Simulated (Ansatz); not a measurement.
## Response to strain in InAs

Start from InAs in the zinc blende structure (space group F-43m, No. 216; a = 6.026 Å). Axes: x, y, z lie along the cube axes.

Strains are applied to the cell and any free atomic positions relax; under biaxial strain the out-of-plane vector relaxes too.

Calculations: LDA, PAW, 420 eV (Ansatz, a program for electronic structure; no spin-orbit coupling).

Notes on the quantities. pressure: mean of the normal stresses, compression positive; energy relative to the base: free energy F.

| change | volume per atom | pressure | energy relative to the base |
|---|---|---|---|
| base | 27.35 Å³ | 0.0 GPa | 0 meV/atom |
| biaxial strain −3.00 %, plane normal [001], relaxed out of plane | 26.60 Å³ | 1.7 GPa | +13 meV/atom |
| biaxial strain −2.50 %, plane normal [001], relaxed out of plane | 26.73 Å³ | 1.4 GPa | +8.8 meV/atom |
| biaxial strain −2.00 %, plane normal [001], relaxed out of plane | 26.86 Å³ | 1.1 GPa | +5.6 meV/atom |
| biaxial strain −1.50 %, plane normal [001], relaxed out of plane | 26.99 Å³ | 0.8 GPa | +3.1 meV/atom |
| biaxial strain −1.00 %, plane normal [001], relaxed out of plane | 27.11 Å³ | 0.5 GPa | +1.4 meV/atom |
| biaxial strain −0.50 %, plane normal [001], relaxed out of plane | 27.23 Å³ | 0.3 GPa | +0.3 meV/atom |
| biaxial strain +0.50 %, plane normal [001], relaxed out of plane | 27.47 Å³ | -0.3 GPa | +0.3 meV/atom |

A case with no gap was solved on a k-mesh chosen for an insulator, which is coarse for it. Stability against distortions was not tested. The final runs are not spin-polarised.
